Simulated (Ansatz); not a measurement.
Consider InAs in the zinc blende structure (space group F-43m, No. 216; a = 6.026 Å).

The values are results of Ansatz (a program for electronic structure), LDA, PAW, cutoff 420 eV, no SOC, not measurements.

Strains are applied to the cell and any free atomic positions relax.

One change was made to it. Results:

The pressure goes from zero to 6.8 GPa; the energy rises by 47 meV/atom.

### Question
What was done to the base?
A) isotropic strain +1.00 %
B) isotropic strain −0.50 %
C) isotropic strain −3.00 %
D) isotropic strain +2.00 %
E) isotropic strain −1.00 %

### Answer
C, isotropic strain −3.00 %. For comparison, the energy relative to the base in the other runs: isotropic strain +1.00 % gives +4.5 meV/atom; isotropic strain −0.50 % gives +1.2 meV/atom; isotropic strain −1.00 % gives +4.8 meV/atom; isotropic strain +2.00 % gives +17 meV/atom.

A case with no gap was solved on a k-mesh chosen for an insulator, which is coarse for it. No phonon test of stability was made. The final runs are not spin-polarised.
